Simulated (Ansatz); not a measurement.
Amorphous Si-Ge, 512 atoms, melt quenched at 10 K/ps

Prepared with Tersoff's 1989 multicomponent potential (SiCGe.tersoff) (LAMMPS): melt at 4000 K, cooled from 2800 to 500 K at 10 K/ps at fixed volume, minimised. Geometry as solved with PBE, support functions at accuracy medium on the grid of 370 eV run with Ansatz (an electronic-structure program).

The relaxation was stopped after a set number of steps, with force components up to 0.536 eV/Å left.

```xyz
512
Lattice="22.53 0.00 0.00 0.00 22.53 0.00 0.00 0.00 22.53" Properties=species:S:1:pos:R:3 pbc="T T T"
Si     9.91     7.75    11.83
Si    16.85    15.37    20.58
Si    11.41    15.28    13.22
Ge    17.50    12.64     2.04
Si    15.81     1.75    20.41
Ge     4.27     0.22     5.64
Si    18.81     8.18    14.35
Ge     1.37     2.59    10.73
Si    19.10    21.98     0.45
Si    14.63     3.00    12.59
Si     9.77    15.71    21.36
Ge    19.32     0.69    14.35
Ge    12.68     4.97     4.07
Si    13.60    16.60    10.21
Si     5.88    15.68     0.56
Ge    10.28     7.41    22.41
Si     3.41    10.74     2.70
Si    21.54     0.48     5.65
Ge    11.67    15.68    19.80
Si     7.08     8.74    14.42
Si    14.23     1.65     5.11
Si    18.44    22.86    10.18
Si     1.47    13.85    21.03
Ge     8.69     4.97    16.82
Ge     6.57     6.07    20.44
Ge    11.88     9.19    12.37
Si    11.45    19.06     2.56
Si     9.83    19.86    21.93
Ge     9.45    20.29     5.57
Ge    22.07    11.45     8.75
Si    13.65     3.79     0.53
Si    14.44    13.64    16.26
Si    17.16     2.65     7.36
Si     1.43    12.69     7.89
Ge     6.62     0.58     6.33
Si    17.71     4.57    19.06
Ge     3.71    13.40    17.66
Si    19.96     5.26     7.81
Ge    10.78     3.65    11.74
Ge    21.61    15.47     6.02
Si     8.12     0.66    11.85
Si     8.03    12.10    21.18
Ge     5.64    12.06     5.73
Ge    14.36     5.56    16.39
Ge     3.81    16.05     7.28
Ge    14.73    14.41     3.93
Ge    19.12     1.84    22.63
Si     2.64     8.87    14.67
Si    11.23    18.38    17.32
Ge    12.19     7.35     7.21
Si     7.13    12.97    10.65
Ge    15.12     0.96     2.79
Si     7.00    10.09     5.37
Si    12.35     0.50     8.15
Si     4.75    16.59    19.22
Ge    10.40     7.01    19.92
Ge    18.44     5.78     9.62
Ge    11.39    16.66    11.21
Si    12.57     6.03    14.74
Ge     8.28     9.39    10.86
Ge     3.48     3.43     9.45
Si    19.46     5.96     2.91
Si    14.76    15.31    11.80
Ge    14.85     7.11     9.80
Ge    15.75     3.25    18.54
Si     7.52    13.88    17.89
Ge     1.38    20.28     6.22
Ge     4.91     3.28     0.41
Si    16.95    10.47    21.66
Si     9.54    14.21     2.40
Ge    13.83    15.50     8.03
Ge     6.12     0.47    10.43
Si     1.42    10.37     3.89
Si     3.08     5.58     8.39
Ge    10.42     0.50     0.72
Si     3.06     6.18    18.56
Ge     2.99     1.63     7.28
Si     7.00    13.60     7.03
Si    12.01    13.33    22.44
Si     5.55    22.20     1.50
Ge    -0.12     5.88     0.12
Si    18.97    22.25     2.87
Ge     9.44    11.96    14.04
Ge     8.95    19.14     9.77
Ge     3.02    14.09    11.52
Si    20.52     7.18     6.55
Si    19.91    14.94    18.73
Si    10.94    15.19     0.83
Ge     7.00     6.21     4.22
Ge    12.54     7.80     0.76
Ge    22.44    17.42    13.50
Ge     7.12    11.48    17.34
Ge     7.59    10.30    19.54
Ge     5.48     4.45     5.67
Si    18.09     6.66    18.11
Ge    12.20    18.79     7.69
Si    22.14     1.50    17.24
Si     2.57    14.18     4.36
Si    20.09     6.43    19.34
Si    12.68    11.68     6.64
Ge    12.07     8.68     3.13
Ge    20.59     7.34    21.57
Si    18.63    21.90     8.11
Ge     6.22     0.22    18.19
Si    22.25    11.97     4.10
Si     0.66     6.70     3.63
Ge    19.39    19.73     6.09
Si    19.31    12.26    15.13
Ge     7.19     2.61     4.97
Ge     3.55    11.44     7.29
Ge    11.30    10.49    20.23
Ge     1.72     3.11     5.76
Si    21.36    21.95    12.26
Si    16.45     6.07     8.20
Si    13.73     4.68    18.61
Si    20.51    15.65    20.86
Ge     4.07    10.44     9.54
Ge    16.24    18.33    13.04
Si    16.22    21.60     7.90
Si     3.89    20.36     6.02
Ge    14.10    18.95    21.51
Si     9.27    21.24     8.67
Si     4.56    20.96    14.94
Ge     9.55     0.85    17.33
Si     6.76    19.01    10.81
Si     5.65     3.71     8.15
Si     7.30    15.88     6.34
Si     2.58    12.82    13.62
Ge    11.47    20.33    18.72
Ge     1.39    10.69    18.24
Si     8.30    12.40     8.69
Si    14.77     4.00     4.87
Si    20.64    14.88     2.24
Ge    16.01     7.03    21.43
Si     7.61    20.98     6.99
Si    21.30     3.55    13.89
Ge    19.12     0.60     6.00
Si    17.84    15.94     7.04
Ge    14.62    10.97    21.49
Si    21.93     4.55     8.83
Ge    21.54    14.86    10.71
Si     2.28     0.71    11.89
Ge     9.58    16.49     5.86
Si     2.94     4.58    13.56
Si    17.02     8.55     0.72
Si    21.53     3.77    17.54
Si     5.87     8.40     4.17
Si     1.95     9.17     9.56
Ge    17.77    19.35    14.73
Si     6.35    20.14    16.39
Ge     6.76     1.67     0.83
Si    14.73     2.27    10.28
Si     5.46    20.64     9.79
Ge    15.28    13.66     1.57
Si    19.48     2.70    12.71
Ge     3.13    19.85    13.27
Si    15.50    10.44     4.55
Si    10.62    18.97    11.53
Ge     7.95     2.89     2.61
Si     7.83    11.41    12.27
Si    18.99    15.78    13.67
Si    13.13    20.59     3.27
Si     2.54    17.78    10.59
Ge     0.16     5.95    10.76
Ge    16.35     2.44    16.18
Ge     2.50    21.27    16.25
Ge    13.53     2.07    21.19
Ge     4.15     9.31    20.30
Si    19.49     2.10     2.49
Si    16.77    17.41    19.30
Si    16.88    11.41     6.26
Si     5.21    20.55    18.41
Si     3.47    19.91    10.82
Si     9.94    22.49    10.56
Ge     0.42    11.61    12.85
Si     4.94     4.76    19.05
Ge    22.22    17.04     7.84
Si    13.01     7.23     4.87
Si     4.59     1.27    12.23
Ge    20.38     9.53    17.35
Si     4.34     3.57    11.81
Ge    21.47    16.32    17.33
Si     5.43     7.31    15.41
Ge     1.61    22.23     7.91
Si    17.54     8.54    12.33
Ge    16.60    21.07    16.10
Ge    12.44     1.81    14.94
Ge     5.87    17.29     7.87
Ge     1.97     6.08    15.72
Si    19.03     9.66     8.87
Si    10.21     6.01     6.90
Ge     8.23    18.29    19.56
Si    12.95    17.16    18.34
Ge     9.38     2.55     6.05
Si    21.60     1.45    14.94
Ge    20.43     1.29    11.06
Si     2.15     0.66    19.42
Si     4.80    11.50    16.60
Si    14.18    12.40    19.53
Si     7.65    18.22     2.82
Si     6.50     5.26    15.71
Si    21.90     2.25     9.42
Si     4.00    16.30    11.86
Ge    15.89    19.18     7.73
Si     9.23    10.20     8.80
Si    20.54    18.43    16.64
Si    13.08    13.81    12.39
Si    13.66     7.92    13.66
Si    15.05     9.32     8.80
Si     2.56    11.21     0.62
Ge    11.23    14.14    17.88
Si     2.43     9.75     5.89
Ge     1.80    21.50    10.26
Si     9.73     8.63     3.73
Ge     1.34    18.11     4.46
Ge    16.22     0.67     6.12
Ge     8.75     2.81    13.12
Si    21.25    15.13    13.31
Ge    20.76     2.45    20.89
Ge     1.11     9.30     0.36
Si    20.42    10.98     5.26
Ge    12.55     0.02    22.18
Si     1.04    20.55    14.50
Si    11.24    21.03     7.25
Si     9.41    14.44    14.34
Si    18.60    10.05    15.75
Si     6.36     8.53    20.68
Si    15.03    15.14    22.13
Ge    17.01    10.31     2.69
Si     0.14    21.39     4.41
Si     9.11     2.68     8.46
Si    12.81     5.92     9.19
Ge    21.85     2.77     5.21
Ge    12.09    20.28    21.12
Ge    21.35     7.97    11.39
Si     1.26    13.13     0.72
Ge     0.23     3.55    21.82
Si    17.13    16.32    17.18
Ge    12.39    11.17     2.85
Si    11.93    18.69    15.09
Ge     0.66    13.55     5.69
Si    21.16    12.72    16.47
Ge    16.23    14.81     8.44
Ge    10.06    17.59     8.09
Ge    18.67    14.13     3.69
Si     8.47    10.30    15.66
Ge    20.43    13.38     8.97
Ge     0.30     6.91     6.03
Si     4.61    17.09     3.70
Ge     7.83    14.35    20.29
Si    19.77    17.68    21.81
Si    11.77     4.14     1.94
Ge     3.04    16.72    15.98
Si     3.84     7.91     5.27
Ge    21.71     2.97     2.78
Ge    11.64    10.27     9.91
Ge     8.70     1.50    21.74
Si    13.28    17.14     6.16
Si     6.88     1.75     8.47
Ge     4.40    12.71     3.70
Ge     9.89     3.61    21.02
Ge     3.01     6.33     3.58
Ge     8.75     5.18    19.43
Si     2.45     7.58    20.33
Si    20.59     4.91    15.68
Si    16.54     4.75    15.23
Ge     0.71     4.29    12.51
Ge     2.42     6.92    10.21
Ge     8.00     8.75     7.15
Si    14.73    18.59    19.20
Si    15.13    21.62    14.28
Si    13.00    15.38    16.78
Si     6.51    19.59    13.04
Si    20.03     4.09    19.31
Si    18.66    14.64    21.89
Si     8.72     7.05    13.73
Ge    19.27     3.44     6.13
Si    22.20    20.51    10.71
Si     0.71    22.44     0.73
Si     9.16     5.06     8.80
Si    21.46    19.38    14.63
Si    21.86     0.41     7.95
Ge     1.93    16.42     8.74
Ge    12.06     3.02    19.40
Ge     4.51    19.45     3.91
Ge    20.83    20.88     8.77
Si     4.71     6.60     7.02
Si    20.74    12.76    18.78
Si    16.99     7.29     6.20
Si     9.27    14.88    16.71
Si    12.74     2.46     6.91
Si    14.45     0.11     9.24
Si    14.25     9.19    15.77
Si    12.30    16.90     1.86
Si    15.29    11.24    10.14
Ge     5.39    14.91    13.63
Si    15.60     3.02     1.60
Si    18.86    12.65     5.65
Ge    21.35     0.43    19.38
Ge    12.15    10.33    16.35
Ge    18.19    18.23     7.88
Si     9.86    15.73     9.57
Si    18.54     3.92     3.75
Ge    14.03    18.83     9.38
Si     5.45    15.00    20.86
Ge     2.83     3.28    16.03
Ge    17.10     2.35     9.86
Ge     9.48    21.16    14.65
Ge     6.06     5.17    11.46
Si     1.95     1.02    17.03
Ge    21.71    19.32     7.06
Si     6.26    11.68     0.14
Si     6.23     7.64     8.48
Ge     8.90     8.89     1.41
Si    16.35     4.54     3.23
Ge    10.44    12.47     6.00
Si    18.44    18.84    20.23
Si     4.50    21.55    21.99
Ge     9.07    10.91     4.37
Si     1.25    20.96    19.61
Ge    15.64    20.34     0.32
Si    17.98     0.54    16.36
Si     6.89    17.83     0.59
Si     7.74     5.24     2.03
Ge    17.14     9.32     7.43
Si     0.42     9.73    14.34
Ge     7.97    17.85    13.90
Ge     4.21     3.03    20.59
Si     5.60    19.77     7.58
Si    13.33    14.24    20.76
Ge    22.68    16.33     2.17
Si     3.89    16.31     1.62
Si     2.97    16.33     5.08
Ge    15.83     6.82     2.36
Si    12.18    11.87    18.36
Ge    15.91    18.50     1.94
Si     7.45    21.73    13.50
Si     5.77     8.99    10.61
Ge     0.14    10.12    10.82
Ge    18.36    12.61    11.56
Ge    22.26    14.66    15.60
Ge     6.56    20.44     2.91
Si    13.76    12.54    14.20
Si     7.70    15.58    13.15
Ge    18.97     9.55     4.00
Ge    18.19    20.70    11.43
Ge     8.62    21.72     3.71
Si    14.31    17.16     0.63
Ge    16.81    22.17    19.66
Si     2.49    19.38     2.62
Ge     9.73    18.30     4.12
Si    19.67    18.69     3.88
Ge     4.77    13.81     7.99
Si     8.51    21.16    16.84
Si    13.70     3.72     8.67
Ge     1.82    21.68     2.70
Si     4.19    11.44    21.48
Si    21.27    21.07     0.77
Si    17.54    14.40    18.49
Si    18.94     7.31     4.85
Si     3.96     6.90     1.39
Si    17.65    13.83    14.42
Ge     9.82    20.80     1.63
Si    17.65     5.21    21.34
Ge     5.01    19.14    22.05
Si     3.57     7.84    16.81
Ge     3.89     0.47     3.13
Ge     2.21    14.30    15.71
Si    21.98    19.45    19.68
Si     5.58     0.44    14.28
Si    19.60    20.83    13.53
Ge    18.44    12.26    22.35
Ge    13.14    21.62    17.44
Si    22.10     6.67    15.68
Ge     9.05    17.24    17.43
Si    17.26    10.26    19.37
Ge     1.38     4.42    17.93
Ge    17.61    20.78    21.50
Si    10.02    18.99    13.76
Ge     0.22    18.25    11.21
Si    15.32    20.77    18.21
Ge     0.55     8.63    19.31
Si     1.30    14.31     9.76
Si     4.89     8.94     2.12
Ge    12.00     1.36    17.40
Ge    22.33    10.68    16.40
Si     6.25     1.76    16.19
Ge     7.77    15.34    10.77
Ge    19.09    22.28    18.43
Si    21.73    12.77     1.84
Ge    13.07    12.29    10.45
Ge    10.26     6.69    15.62
Ge    21.24     8.10    13.89
Si    12.88     9.62     7.90
Si     7.21    14.61     2.25
Si    21.07    17.15     9.94
Si    19.65    14.44     6.95
Ge    13.95    20.89    10.77
Si    10.69     5.80    10.49
Si     2.01     7.10    22.54
Ge     0.24    12.07    19.94
Si    19.06    16.20     1.06
Si    19.89    19.81    18.53
Si     3.76     6.94    13.74
Si     5.11     3.74    16.84
Ge     9.87     5.14     0.72
Ge    12.99     7.03    19.44
Ge     9.68     9.13    18.99
Ge    18.73    17.26    15.63
Si    16.22     4.76    12.84
Si    15.24    19.72     3.90
Ge     0.64     0.19    13.61
Si    14.94    16.47    13.82
Ge     5.83    18.67    19.73
Si    16.74    10.82    12.04
Si    12.72    13.35     8.32
Ge     4.51     7.11    11.50
Ge    15.26     7.95     4.63
Ge    17.00     2.97    22.15
Si    16.39     8.03    19.03
Si    14.02    21.83     1.43
Ge    20.36     9.14     2.07
Ge    15.55     7.06    12.23
Ge    16.25    10.68    15.99
Si    15.80    20.53    12.26
Si    11.54    22.21    14.00
Si     3.40     4.08     4.30
Si     8.83    17.78    21.80
Ge    10.31    13.66     8.40
Si    21.63    19.13    22.00
Ge    21.56    17.22     4.25
Ge     9.10    20.62    19.29
Si    13.05    20.81    15.12
Si     2.94    18.20     0.60
Si    21.70     5.36     2.43
Ge    10.39     2.23     2.48
Ge     6.75    16.22     4.00
Si     5.92    16.86    10.32
Ge     1.14     4.96     7.21
Ge    16.92    14.77    10.88
Ge    11.25     4.09     5.87
Si    13.63    11.99     0.95
Si    15.33    18.12     5.61
Ge     0.98     2.27     1.26
Ge    20.93     9.60     7.25
Si    19.05     7.99    10.54
Ge    16.74    16.07     4.80
Ge    11.66    21.19    11.72
Si     7.15    17.94    16.09
Si    16.00    15.17    15.46
Si    18.57    11.93     9.28
Ge     7.46     4.98    13.46
Si     0.32    15.88    21.01
Ge     6.55    12.32     2.51
Si    10.24    11.83    22.02
Si    16.45    12.42     8.36
Ge     4.71    12.77    10.29
Si     8.86     7.18     5.43
Si    14.28     6.13     0.49
Ge    11.01     1.94     9.79
Ge     4.54     0.61    20.04
Ge    10.61    14.56     4.59
Si    14.50     7.69    17.57
Ge     3.30     2.71     2.26
Ge    20.56    12.70    13.04
Ge    13.15     9.01    21.16
Si     0.90     8.89     7.40
Si    19.09     7.40     0.98
Si    12.77    16.52    14.72
Si    21.55     7.50    17.85
Si    19.00    18.40    10.20
Ge    19.64    10.66    19.41
Ge    12.51     3.87    13.48
Ge    17.88    16.91    11.78
Si     5.49    15.02    17.59
Ge     6.63     9.32     0.46
Si    16.04    12.00    13.94
Si     6.89     5.49     9.19
Si     5.91    10.18    12.89
Si    13.83    12.08     4.61
Si     2.93    19.99    18.23
Ge     5.87     5.56     0.44
Ge     2.49    17.48    13.72
Si     0.69    17.54     0.13
Si    17.98     4.06    11.38
Ge    17.89    17.33     2.84
Si     3.70    13.40    20.23
Si    20.78    20.66     3.09
Ge     2.09    14.82     2.15
Ge     0.18     8.79     2.60
Ge    16.05    12.43    17.91
Si     4.06    10.93    14.35
Ge    21.80     9.94    21.21
Ge     8.59     2.56    15.78
Si    18.47     6.16    15.78
Ge    12.70    15.86     4.10
Si    11.78    11.10    14.07
Si    14.81     1.46    14.45
Ge    10.00    11.75     2.10
Si    10.18     8.96    16.66
Si     2.18    21.77    21.59
Si     2.74    17.57    18.25
Ge    12.49    22.18     5.10
Ge     8.33     0.47    19.50
Ge     3.71     9.92    17.98
Ge    20.49    11.10     0.57
Si    15.44     4.23     7.17
Ge     1.82     3.02    20.02
Ge    16.75    21.89     3.95
Ge     5.43    16.33    15.65
Ge     0.48    17.26    19.05
Ge    10.36     0.87     4.50
```
